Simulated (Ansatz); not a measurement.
Worked example: self-consistent single point of Ag2PdO2 (Immm, 5 atoms in the cell) in Ansatz (an electronic-structure program)

Method: r2SCAN, default PAW files made with PBE (plane waves; Ansatz).

The input file:

Ansatz 0.2 input:
```yaml
crystal:
  lattice:
    - [-1.504015, 2.277615, 4.948850]
    - [1.504015, -2.277615, 4.948850]
    - [1.504015, 2.277615, -4.948850]
  atoms:
    - { symbol: Pd, position: [0.000000, 0.000000, 0.000000] }
    - { symbol: O, position: [0.862700, 0.362700, 0.500000] }
    - { symbol: O, position: [0.137300, 0.637300, 0.500000] }
    - { symbol: Ag, position: [0.357580, 0.357580, 0.000000] }
    - { symbol: Ag, position: [0.642420, 0.642420, 0.000000] }
basis:
  ecutwfc: 500.0 eV
kpoints:
  mp_grid:
    grid: [8, 8, 8]
    shift: [0.5, 0.5, 0.5]
hamiltonian:
  xc: r2scan
  pseudopotentials:
    kind: paw
scf:
  occupations:
    method: cold
    width: 0.05 eV
output:
  forces: true
  eigenvalues: true
  stress: true
```

The program printed (abridged):

```
WARN ansatz: RAYON_NUM_THREADS=1 ignored (pool sized by the plan → 1); use --threads N
basis.fft_grid_basis auto: the FFT boxes are laid along the combinations [[1, 0, 1], [0, 1, 1], [0, 0, 1]] of the cell's own vectors, 4.555, 3.008 and 5.652 Å …
Pseudopotentials: kind: paw
Pseudopotential: Pd, paw, valence charge 18
Pseudopotential: O, paw, valence charge 6
Pseudopotential: Ag, paw, valence charge 19
Crystal: 5 atoms, lattice volume = 67.810 Å³
Basis set: ecut = 500 eV, 1739 PW (Γ), FFT grids on a1+a3, a2+a3, a3, exchange–correlation on 144×96×180 points (64 copies of the dense FFT grid, shifted against one another)
Bands: 41, of which v1, the nominal top of the filled ones, is band 34 counted from 1 (33 counted from 0)
Symmetry: 8 space group operations
Space group: Immm (ITA 71), of the structure as read, at distance tolerance 4.1e-5 Å
k-points: 94 of 512
PAW frozen core: Pd, regenerated for the run's functional
PAW frozen core: O, regenerated for the run's functional
PAW frozen core: Ag, regenerated for the run's functional
Initial density: superposition of atomic densities (neutral atoms: chi_scale 0, normalization atom), corrected by the library's trained network
Initial wavefunctions: pseudopotential atomic-orbital guess
Eigensolver: davidson
Functional: x = r2scan, c = r2scan; τ floored in thin density (d = 2e-4 eV/Å³)
SCF iter   1: F=—  HF=-23327.170498 eV  |F-HF|=—  |Δ(HF+E_count)|=         —  Δρ=1.73e-2  dr2=1.67e-1  dr2_τ=1.67e-1  ethr=1.77e-3  ⟨swp⟩=5.9  Hψ=14039  notcnv=0  defer=26
all-band conjugate gradients solve this SCF's bands
preconditioner: auto → Resta (q_TF=auto, 2.730 Å⁻¹)
SCF iter   2: F=—  HF=-23327.182921 eV  |F-HF|=—  |Δ(HF+E_count)|=   1.25e-2  S|Δr|=   1.09e-4  Δρ=8.02e-3  dr2=2.09e-2  dr2_τ=6.64e-3  ethr=2.46e-4  ⟨swp⟩=2.1  Hψ=7054  notcnv=0  defer=209
SCF iter   3: F=—  HF=-23327.183074 eV  |F-HF|=—  |Δ(HF+E_count)|=   1.36e-4  S|Δr|=   3.15e-5  Δρ=3.99e-3  dr2=6.87e-3  dr2_τ=6.68e-4  ethr=3.08e-5  ⟨swp⟩=2.2  Hψ=4258  notcnv=0  defer=209
SCF iter   4: F=—  HF=-23327.182758 eV  |F-HF|=—  |Δ(HF+E_count)|=   2.84e-4  S|Δr|=   5.99e-5  Δρ=9.64e-4  dr2=5.09e-4  dr2_τ=7.92e-5  ethr=1.01e-5  ⟨swp⟩=2.5  Hψ=5586  notcnv=0  defer=209
SCF iter   5: F=—  HF=-23327.182745 eV  |F-HF|=—  |Δ(HF+E_count)|=   1.80e-5  S|Δr|=   1.05e-5  Δρ=3.35e-4  dr2=5.22e-5  dr2_τ=4.73e-6  ethr=7.49e-7  ⟨swp⟩=2.0  Hψ=5218  notcnv=0  defer=209
SCF iter   6: F=—  HF=-23327.182770 eV  |F-HF|=—  |Δ(HF+E_count)|=   2.21e-5  S|Δr|=   5.26e-6  Δρ=7.53e-5  dr2=3.99e-6  dr2_τ=2.30e-7  ethr=7.68e-8  ⟨swp⟩=2.0  Hψ=5336  notcnv=0  defer=209
SCF iter   7: F=—  HF=-23327.182771 eV  |F-HF|=—  |Δ(HF+E_count)|=   1.02e-6  S|Δr|=   1.19e-6  Δρ=3.29e-5  dr2=7.73e-7  dr2_τ=6.25e-8  ethr=5.86e-9  ⟨swp⟩=2.0  Hψ=5995  notcnv=0  defer=209
SCF iter   8: F=-23327.182771 eV  HF=-23327.182771 eV  |F-HF|=1.97e-9  |Δ(HF+E_count)|=   2.62e-8  S|Δr|=   1.35e-7  Δρ=1.03e-5  dr2=7.17e-8  dr2_τ=6.81e-9  ethr=1.47e-10  ⟨swp⟩=7.5  Hψ=17278  notcnv=0
Mixer restart at iter 8: flushing history
SCF iter   9: F=—  HF=-23327.182838 eV  |F-HF|=—  |Δ(HF+E_count)|=         —  Δρ=3.65e-6  dr2=8.96e-9  dr2_τ=5.31e-10  ethr=1.05e-10  ⟨swp⟩=2.0  Hψ=5713  notcnv=0
SCF iter  10: F=-23327.182838 eV  HF=-23327.182838 eV  |F-HF|=1.05e-8  |Δ(HF+E_count)|=   3.09e-9  S|Δr|=   7.60e-9  Δρ=4.38e-6  dr2=1.27e-8  dr2_τ=1.44e-9  ethr=1.32e-11  ⟨swp⟩=3.7  Hψ=10529  notcnv=0
SCF 1 converged in 10 iterations: F = -23327.182838 eV  dr2 = 1.27e-8
SCF converged after 10 iterations
Stability not checked (fill_not_monotonic)
Free energy (F): -23327.182838 eV
F+E_penalty+E_count: -23327.182840 eV  (lagrangian_ev)
Harris-Foulkes:  -23327.182838 eV  (|F-HF|=1.05e-8)
Internal energy: -23327.182838 eV  (E = F + TS)
E sigma→0 (E₀):  -23327.182838 eV
Fermi energy:    14.118777 eV
Smearing:        width narrowed from 0.0500 eV (input) to 0.0410 eV after iteration 8, whose occupations did not sum to the number of electrons (Fermi level in …
Step filling:    the computed levels leave a gap of 0.2758 eV = 6.7 smearing widths
--- Per-component energies (eV) ---
  E_band       = -807.691147
  E_kinetic    = 1919.185858
  E_local      = -7454.577013  (includes V_loc(G=0)·N_el)
  E_nonlocal   = 481.752464
  E_hartree    = 3210.494605
  E_xc         = -660.022075
  E_vxc        = -962.799104  (∫ρ·V_xc dr)
  E_paw        = -11939.395323  (= ΣΔE_a)
  E_vpaw       = -1279.686287  (= ΣTr[D̂ρ^β])
  E_aug_tail   = 0.002232  (compensation charges beyond the density's cutoff)
  E_vtau       = 67.444265  (kinetic-family band-sum trace: ∫τ·v_τ [+ j·A + Jᵃ·Aᵃ] dr)
  E_ewald      = -8883.088996
  E_core_change = -1.534590  (= ΣΔE_core)
  E_smearing   = 0.000000  (= −TS)
  E_closure    = -0.000000  (closes the sum)
  E_count      = -0.000002  (occupations off the electron count; not in F)
  Σ components = -23327.182838   (vs F -23327.182838, Δ=0.00e0)
--- Forces (eV/Å), atoms counted from 1 ---
  atom   1  Pd     0.00000000     0.00000000     0.00000000
  atom   2  O      0.00000000     0.00000000    -0.33374858
  atom   3  O      0.00000000     0.00000000     0.33374858
  atom   4  Ag     0.00000000     0.00000000    -0.01456253
  atom   5  Ag     0.00000000     0.00000000     0.01456253
  max |Σ_I F_I| component: 1.73e-18 eV/Å
--- Stress (GPa, compression-positive) ---
        1.925288       0.000000       0.000000
        0.000000       0.311669       0.000000
        0.000000       0.000000       2.358383
  P = ⅓ Tr σ = 1.5318 GPa (15.318 kbar)
  The stress holds the Pulay correction. Without it, at fixed plane waves, as pw.x and ABINIT print it: P = 1.3903 GPa
--- Band table (eV; the first three rows and the last of 94) ---
  k-point 0: bands = ["-79.4510", "-79.4462", "-73.2861", "-42.1366", "-42.1214", "-42.1181", "-42.0838", "-42.0816", "-42.0722", "-38.3746", "-38.3113", "-37.7956", "-6.0659", "-5.3794", "7.0354", "7.6257", "8.3191", "8.6589", "9.2243", "9.5415", [...]
  k-point 1: bands = ["-79.4497", "-79.4451", "-73.2839", "-42.1412", "-42.1369", "-42.1339", "-42.0825", "-42.0801", "-42.0714", "-38.4104", "-38.3056", "-37.7930", "-5.7781", "-5.4502", "7.4359", "7.6487", "8.0434", "8.1944", "8.3700", "9.4315", [...]
  k-point 2: bands = ["-79.4485", "-79.4441", "-73.2817", "-42.1608", "-42.1556", "-42.1314", "-42.0819", "-42.0777", "-42.0709", "-38.4460", "-38.2999", "-37.7903", "-5.5223", "-5.4746", "7.1751", "7.4707", "7.8038", "8.1582", "8.2430", "8.9033", [...]
  k-point 93: bands = ["-79.4505", "-79.4467", "-73.2861", "-42.1320", "-42.1231", "-42.1163", "-42.0884", "-42.0771", "-42.0768", "-38.3746", "-38.3114", "-37.7955", "-5.9648", "-5.5202", "7.3341", "7.5299", "8.8460", "8.8721", "9.1487", "9.4058", [...]
```

The run converged in 10 iterations.

The starting cell comes from a database of published, mostly measured structures (it also holds non-ambient and calculated ones), without a prior relaxation at this level. Spin polarisation is off. Ansatz's pressure includes its estimate of the finite-basis (Pulay) stress. The shifted mesh does not hold Γ, so a gap read on it misses any band edge there.
